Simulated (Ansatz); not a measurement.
Start from Li in the bcc (W type) structure (space group Im-3m, No. 229; a = 3.434 Å).

Method: Kohn–Sham DFT with the PBEsol functional, run in Ansatz (a quantum-chemistry and plane-wave program) with PAW and 420 eV plane waves, no SOC.

For the base:

| Quantity | Result |
|---|---|
| Lattice parameter a | 3.434 Å |

The change: cell and atoms relaxed at a pressure of 15 GPa.

### Question
Predict the new lattice parameter a.

### Answer
The lattice parameter a drops by 0.514 Å to 2.920 Å.

Load acts through the strain it causes; cell and atoms are relaxed under it. Whether these cells are dynamically stable was not tested. Measured, Li leaves this structure (for fcc) near 7.5 GPa (temperature not stated; as listed in Olga Degtyareva, NATO science for peace and security series. B, Physics and biophysics (2010)).
